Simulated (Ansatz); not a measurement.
Input and output of a self-consistent single point for RbGaS2O8 (P321, 12 atoms in the cell) (Ansatz, a first-principles code).

Level of theory: PBEsol, default PAW files made with PBE (plane waves; Ansatz).

```yaml
crystal:
  lattice:
    - [4.88202, 0.00000, 0.00000]
    - [-2.44101, 4.22795, 0.00000]
    - [0.00000, 0.00000, 8.62941]
  atoms:
    - { symbol: Rb, position: [0.00000, 0.00000, 0.50000] }
    - { symbol: Ga, position: [0.00000, 0.00000, 0.00000] }
    - { symbol: S, position: [0.33333, 0.66667, 0.20493] }
    - { symbol: S, position: [0.66667, 0.33333, 0.79507] }
    - { symbol: O, position: [0.08491, 0.34904, 0.14743] }
    - { symbol: O, position: [0.65096, 0.73587, 0.14743] }
    - { symbol: O, position: [0.26413, 0.91509, 0.14743] }
    - { symbol: O, position: [0.34904, 0.08491, 0.85257] }
    - { symbol: O, position: [0.73587, 0.65096, 0.85257] }
    - { symbol: O, position: [0.91509, 0.26413, 0.85257] }
    - { symbol: O, position: [0.33333, 0.66667, 0.37404] }
    - { symbol: O, position: [0.66667, 0.33333, 0.62596] }
```

Reference input (self-consistent single point, DFT, HSE06, plane waves, default PAW files made with PBE): basis.ecutwfc = 30.9 Ry; kpoints.mp_grid.grid = 4 4 2; hamiltonian.xc = hse06; hamiltonian.pseudopotentials = {kind: paw} (the program's default PAW files); scf.occupations.method = fixed. This run's input differs from it in these lines:

Ansatz 0.2 input:
```diff
@@ -24,3 +24,3 @@
 hamiltonian:
-  xc: hse06
+  xc: pbesol
   pseudopotentials:
```

Output (repeated stretches shortened):

```
SCF iter   1: F=—  HF=-13216.369642 eV  |F-HF|=—  |Δ(HF+E_count)|=         —  Δρ=1.04e-2  dr2=1.50e-1  ethr=1.77e-3  ⟨swp⟩=5.0  Hψ=1726  notcnv=0  defer=75
all-band conjugate gradients solve this SCF's bands
preconditioner: auto → Resta (q_TF=auto, 2.397 Å⁻¹)
SCF iter   2: F=—  HF=-13216.326557 eV  |F-HF|=—  |Δ(HF+E_count)|=   4.31e-2  Δρ=1.85e-3  dr2=5.80e-3  ethr=1.83e-4  ⟨swp⟩=2.5  Hψ=716  notcnv=0  defer=80
   [... lines left out ...]
SCF iter   5: F=—  HF=-13216.331061 eV  |F-HF|=—  |Δ(HF+E_count)|=   7.80e-5  Δρ=1.25e-4  dr2=2.98e-5  ethr=1.72e-7  ⟨swp⟩=2.0  Hψ=657  notcnv=0  defer=80
SCF iter   6: F=—  HF=-13216.330759 eV  |F-HF|=—  |Δ(HF+E_count)|=   3.02e-4  Δρ=3.60e-5  dr2=2.78e-6  ethr=3.64e-8  ⟨swp⟩=2.0  Hψ=537  notcnv=0  defer=73
SCF iter   7: F=—  HF=-13216.330765 eV  |F-HF|=—  |Δ(HF+E_count)|=   6.03e-6  Δρ=1.87e-5  dr2=5.35e-7  ethr=3.39e-9  ⟨swp⟩=2.0  Hψ=635  notcnv=0  defer=74
SCF iter   8: F=-13216.330765 eV  HF=-13216.330765 eV  |F-HF|=9.27e-8  |Δ(HF+E_count)|=   8.60e-8  Δρ=5.36e-6  dr2=4.73e-8  ethr=1.22e-10  ⟨swp⟩=13.6  Hψ=2850  notcnv=0
SCF 1 converged in 8 iterations: F = -13216.330765 eV  dr2 = 4.73e-8
Free energy (F): -13216.330765 eV
Internal energy: -13216.330765 eV  (E = F + TS)
E sigma→0 (E₀):  -13216.330765 eV
Fermi energy:    2.872344 eV
--- Forces (eV/Å), atoms counted from 1 ---
  atom   1  Rb     0.00000000     0.00000000     0.00000000
  atom   2  Ga    -0.00000000     0.00000000    -0.00000000
  atom   3  S      0.00000000     0.00000000    -0.24519174
  atom   4  S     -0.00000000    -0.00000000     0.24519174
  atom   5  O      0.10978806    -0.08610352    -0.09620882
  atom   6  O      0.01967381     0.13813101    -0.09620882
  atom   7  O     -0.12946187    -0.05202748    -0.09620882
  atom   8  O     -0.12946187     0.05202748     0.09620882
  atom   9  O      0.10978806     0.08610352     0.09620882
   [... lines left out ...]
  atom  12  O     -0.00000000    -0.00000000    -0.01116270
--- Stress (GPa, compression-positive) ---
       -1.767071       0.000000      -0.000000
       -0.000000      -1.767071      -0.000000
       -0.000000      -0.000000      -2.067843
  P = ⅓ Tr σ = -1.8673 GPa (-18.673 kbar)
  The stress holds the Pulay correction. Without it, at fixed plane waves, as pw.x and ABINIT print it: P = -2.4479 GPa
```

The run converged in 8 iterations. Against the reference run the pressure goes from -4.50 to -1.87 GPa, the largest force goes from 0.947 to 0.245 eV/Å and the gap on the mesh goes from 6.055 to 4.082 eV.

The starting cell comes from a database of computed structures (which also holds hypothetical and non-ambient phases and stackings), without a prior relaxation at this level. Its lattice was rescaled by a random factor within 2.5 % of one. Ansatz's pressure includes its estimate of the finite-basis (Pulay) stress. Without the estimate this run gives -2.45 GPa.
